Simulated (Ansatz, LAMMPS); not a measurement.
# Bulk modulus of CsCl-type CoAl: levels of theory against measurement

Reference value: 162 GPa (measured, room temperature, not corrected to a static lattice; as tabulated in Yamada et al. (2019), arXiv:1910.09660).

| level (code) | value (GPa) | cell (Å³/atom) | difference (%) |
|---|---|---|---|
| MEAM MoCoNiVFeAlCr_2nn.meam (LAMMPS) | 162 | 11.70 | 0.0 |
| LDA (Ansatz) | 208 | 10.90 | +28 |
| PBE (Ansatz) | 179 | 11.60 | +10.5 |
| r²SCAN (Ansatz) | 198 | 11.25 | +22 |
| PBE0 (Ansatz) | 205 | 11.08 | +27 |

Leaving aside MEAM MoCoNiVFeAlCr_2nn.meam, which can be fitted to such values or carry a doubt: Of these levels PBE (+10.5 %) comes nearest. Farthest off: LDA (+28 %), PBE0 (+27 %). All 4 levels lie above the reference.

The reference has no zero-point or thermal correction, while the calculations are for a static lattice, so the differences are not the levels' errors alone. A static lattice is as a rule stiffer than a warm one, by over a tenth in soft solids. The crystal itself was run without spin with LDA, PBE, r²SCAN, PBE0. MEAM MoCoNiVFeAlCr_2nn.meam: the potential file covers more elements than this solid holds. PBE0: the run has no spin polarisation, so it can have missed a magnetic state. Each level is taken at its own relaxed cell. Cutoffs and k meshes differ between the levels. Ansatz's density-functional and Hartree–Fock values are scalar-relativistic unless marked +SOC, with PAW data made under PBE.

Empirical potentials (MEAM MoCoNiVFeAlCr_2nn.meam) are fitted to chosen data, which need not cover the solid at hand: agreement can be built in, and what lay outside the fit can be far off.

Differences are worked out from the printed values.

Ansatz is a first-principles code.
